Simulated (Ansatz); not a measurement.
The reference is InP in the zinc blende structure (space group F-43m, No. 216).

```
InP
1.0
    0.00000     2.95351     2.95351
    2.95351     0.00000     2.95351
    2.95351     2.95351     0.00000
P In
1 1
Direct
  0.75000   0.75000   0.75000
  0.00000   0.00000   0.00000
```

Level of theory: Ansatz (a quantum-chemistry and plane-wave program), r2SCAN, PAW, cutoff 500 eV, no spin-orbit coupling.

Before the change:

The lattice parameter a is 5.907 Å.

It is then changed as follows: full substitution P → Au; the structure is relaxed again.

**Question.** How does this affect the lattice parameter a?

**Answer.** The lattice parameter a goes up by 0.327 Å to 6.234 Å.

Stability against distortions was not tested. As relaxed here, InAu is a hypothetical phase, not in the database extracts checked.
